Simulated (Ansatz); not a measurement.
## ZrC (model structure, started from the WC type, P-6m2, No. 187, 2 atoms in the cell): properties by level of theory

```json
[
 {"level (code)": "LDA (Ansatz)", "lattice constant a (Å)": "3.215", "lattice parameter c (Å)": "2.899"},
 {"level (code)": "PBE (Ansatz)", "lattice constant a (Å)": "3.270", "lattice parameter c (Å)": "2.940"},
 {"level (code)": "PBEsol (Ansatz)", "lattice constant a (Å)": "3.237", "lattice parameter c (Å)": "2.916"},
 {"level (code)": "PBE-D3(BJ) (Ansatz)", "lattice constant a (Å)": "3.239", "lattice parameter c (Å)": "2.922"},
 {"level (code)": "r²SCAN+rVV10 (Ansatz)", "lattice constant a (Å)": "3.262", "lattice parameter c (Å)": "2.931"}
]
```

Ansatz's density-functional and Hartree–Fock values are scalar-relativistic unless marked +SOC, with PAW data made under PBE.

Computed values are for the static lattice.

A model structure was made by putting elements into a prototype or built by hand; it is no filed structure, need not be a known phase, and can be a saddle point held by its symmetry.

Ansatz is a first-principles code.
